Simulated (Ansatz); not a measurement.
TiO2 (P2₁/c, No. 14, 12 atoms in the cell; start mp-430; high-pressure phase)

All values below come from LDA in Ansatz (PAW).

Numerical settings: plane-wave cutoff 520 eV, 8×8×8 k mesh, Fermi–Dirac smearing 0.01 eV, no spin polarisation, scalar-relativistic PAW data made under PBE.

Cell (relaxed at this level):

Space group P2₁/c (No. 14); a = 4.7312 Å, b = 4.8221 Å, c = 4.9462 Å, α = γ = 90.00°, β = 100.05°

| atom | site | symmetry | x | y | z |
|---|---|---|---|---|---|
| Ti | 4e | 1 | 0.2796 | 0.0538 | 0.2126 |
| O | 4e | 1 | 0.5583 | 0.2588 | 0.0265 |
| O | 4e | 1 | 0.0665 | 0.3313 | 0.3430 |

| Item | Value |
|---|---|
| band gap | 2.20 eV (on the SCF k mesh) |
| direct gap at Γ | 2.45 eV |

Note: the relaxation could not lower the start's symmetry, so the cell can be a saddle point above a distorted one.

Static lattice: no zero-point or thermal effects.

Cost on a shared machine: very roughly 8 core-minutes.

A start named mp-… is a Materials Project structure, which need not be a measured phase.

Ansatz is a program for electronic structure.
